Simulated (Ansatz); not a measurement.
GaP (F-43m), HSE06, rigid bands (Ansatz, a quantum-chemistry and plane-wave program). Band gap 2.25 eV, N_c = 4.24e19 cm⁻³ and N_v = 4.17e19 cm⁻³ at 300 K, conductivity masses of 0.343 mₑ (electrons) and 0.411 mₑ (holes). Take k_BT = 0.02585 eV.

Problem. What built-in voltage has an abrupt junction with N_A = 1e16 and N_D = 1e17 cm⁻³, all dopants ionised?

Solution. V_bi = E_g/e − (k_BT/e) ln(N_c N_v/(N_A N_D)) = 2.25 − 0.02585 × 14.39 = 1.88 V, for the computed gap.

Problem. What thermal injection velocity √(2k_BT/πm) limits a ballistic channel?

Solution. 9.19e6 cm/s for electrons and 8.39e6 cm/s for holes, a ratio of √(m_h/m_e) = 1.09, for dilute carriers.

Problem. A film of it is 3 nm thick. Estimate the confinement energies in an infinite well.

Solution. ħ²π²/(2m t²) = 0.376 eV·nm²/(m/mₑ × t²) gives 122 meV for electrons and 102 meV for holes, so the gap would widen to about 2.47 eV. Finite barriers and nonparabolic bands lower this, and with several valleys or bands the heaviest mass along the normal sets the lowest level, not this average.

Rigid bands with the computed gap; masses take one relaxation time for all states. Spin-orbit coupling is left out; where it splits the top of the valence band, N_v and the p-type Seebeck coefficient come out somewhat high without it. Geometry: cell and atoms relaxed with PBEsol.
